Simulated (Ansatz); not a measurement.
Consider the following.

End structure of a constructed model of the (111) surface of fcc Al, a pseudomorphic layer of Ti in the host's stacking (bottom of the slab: a bare face, its two planes held):

```yaml
crystal:
  lattice:
    - [2.85810, 0.00000, 0.00000]
    - [-1.42905, 2.47518, 0.00000]
    - [0.00000, 0.00000, 30.50000]
  atoms:
    - { symbol: Al, position: [0.33333, 0.66667, 0.26903] }
    - { symbol: Al, position: [0.66667, 0.33333, 0.34554] }
    - { symbol: Al, position: [0.00000, 0.00000, 0.42196] }
    - { symbol: Al, position: [0.33333, 0.66667, 0.49940] }
    - { symbol: Al, position: [0.66667, 0.33333, 0.57584] }
    - { symbol: Al, position: [0.00000, 0.00000, 0.65264] }
    - { symbol: Ti, position: [0.33333, 0.66667, 0.72650] }
```

Model: 7-atom slab, 14.1 Å thick at the start with caps and adatoms, 15x15x1 mesh, Fermi-Dirac 0.1 eV, dipole correction, 2 atoms held, the rest relaxed; start symmetry kept, larger cells not searched; no spin, no spin-orbit, no U. In PBE it is, or lies within 0.01 eV a 1x1 cell of, the lowest of the 2 structures of its composition computed so far; subsurface sites and larger cells were not tried.

Q: What is the computed work function of the top face (PBE in Ansatz, an electronic-structure program)?

A: 4.54 eV
